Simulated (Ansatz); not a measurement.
The starting structures come from a database of crystals and need not be the phases stable at ambient conditions.

 Where the default PAW files enter, the runs use the earlier of Ansatz's two default sets.

```
CELL_PARAMETERS angstrom
      4.57074     0.00000     0.00000
     -2.28537     3.95838     0.00000
      2.28537    -1.31946     3.73199
ATOMIC_POSITIONS crystal
  Mg 0.00000 0.00000 0.00000
  Te 0.75000 0.25000 0.75000
```

Space group of this cell: F-43m, zinc blende. The cell is taken as given.

All values below come from PBEsol (plane waves, PAW; Ansatz, a program for electronic structure).

The current runs along the normal of the first two printed vectors; no spin-orbit coupling. Scaled by the factor s: both lengths across the current (ions clamped). Meshes 8×8×8 and 12×12 across the current in all rows.

| s | mean pressure (GPa) | band gap (eV) |
|---|---|---|
| 0.98 | 1.1 | 2.44 |
| 1.00 | -0.4 | 2.30 |
| 1.02 | -1.7 | ? |

Question: Take the slope of the band gap against ln s from the two given rows, extrapolate to s = 1.02, and say what the run there gives.

Answer: Slope = (2.44 − 2.30) / ln 0.98 = -6.93 eV. The line gives 2.30 + (-6.93) × ln 1.02 = 2.16 eV. The run gives 2.09 eV, 0.07 eV under the line, 53 % of the predicted step.
